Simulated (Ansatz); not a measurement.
## CaTiO3, response to strain

Start from CaTiO3 in the cubic perovskite structure (space group Pm-3m, No. 221; a = 3.841 Å; a model cell). Axes: x, y, z lie along the cube axes.

Strains are applied to the cell and any free atomic positions relax; under biaxial strain the out-of-plane vector relaxes too.

Computed with PBEsol (Ansatz, a program for electronic structure; PAW; 420 eV plane waves; no spin-orbit coupling).

Notes on the quantities. pressure: mean of the normal stresses, compression positive.

| variant | gap character | pressure | volume per atom |
|---|---|---|---|
| base | – | 0.0 kbar | 11.33 Å³ |
| biaxial strain +0.93 %, plane normal [001], relaxed out of plane | indirect, A → Γ | -24.3 kbar | 11.49 Å³ |
| tensor shear ε_xy = −2.28 % | indirect, T → Γ | 1.3 kbar | 11.33 Å³ |
| tensor shear ε_yz = +3.94 % | indirect, T → Γ | 3.8 kbar | 11.32 Å³ |

Stability against distortions was not tested. The final runs are not spin-polarised. Many cubic perovskites are stable only at high temperature; tilts and polar distortions were not tested. Labels are those of the standard path for the cell's own space group.
